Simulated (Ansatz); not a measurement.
Here is the system:

Host crystal: rock-salt MgO, with a band gap (PBE, scalar-relativistic without spin-orbit coupling).

End structure of CO on the 1x1 (100) surface of rock-salt MgO (cut with top plane Mg + O), one in a 2x2 cell, started at the site 'bridge Mg-O (span 2.1 Å)':

```xyz
34
Lattice="6.0155 0.0000 0.0000 0.0000 6.0155 0.0000 0.0000 0.0000 25.5000" Properties=species:S:1:pos:R:3 pbc="T T T"
Mg     1.5039     1.5039     9.5840
Mg     1.5039     4.5116     9.5840
Mg     4.5116     1.5039     9.5840
Mg     4.5116     4.5116     9.5840
O      0.0000     0.0000     9.5346
O      0.0000     3.0078     9.5346
O      3.0078     0.0000     9.5346
O      3.0078     3.0078     9.5346
Mg     0.0000     0.0000    11.6812
Mg     0.0000     3.0078    11.6812
Mg     3.0078     0.0000    11.6812
Mg     3.0078     3.0078    11.6812
O      1.5039     1.5039    11.6908
O      1.5039     4.5116    11.6908
O      4.5116     1.5039    11.6908
O      4.5116     4.5116    11.6908
Mg     1.5007     1.5007    13.8172
Mg     1.5014     4.5145    13.8187
Mg     4.5145     1.5014    13.8187
Mg     4.5142     4.5142    13.8187
O      0.0005     0.0005    13.8173
O      0.0010     3.0069    13.8081
O      3.0069     0.0010    13.8081
O      3.0068     3.0068    13.8051
Mg    -0.0063    -0.0063    15.9707
Mg    -0.0017     3.0106    15.9019
Mg     3.0106    -0.0017    15.9019
Mg     3.0105     3.0105    15.9072
O      1.5114     1.5114    15.9726
O      1.5114     4.5054    15.9629
O      4.5054     1.5114    15.9629
O      4.5063     4.5063    15.9594
C      0.2704     0.2704    18.3852
O      0.5734     0.5734    19.4380
```

Set-up: 34 atoms, 6.4 Å thick at the start under the adsorbate (thin: gaps and levels are the slab's own); mesh 3x3x1; 0.01 eV smearing; dipole correction on; single point; on the structure that PBE left under its start's symmetry; no spin, no spin-orbit, no U, no dispersion correction. At the end it is bonded to Mg. In PBE it is, or lies within 0.03 eV of, the lowest of the starts that converged; the order may differ at this level.

A negative adsorption energy means that the adsorbate is more stable on the surface than in its reference.

Q: Predict the change of the step from the bottom to the top vacuum level, against the clean slab from r2SCAN, at the PBE geometry (Ansatz, a program for electronic structure).

A: -0.14 eV

Q: Give the adsorption energy against CO(g) at the same level at the level r2SCAN, at the PBE geometry.

A: -0.23 eV
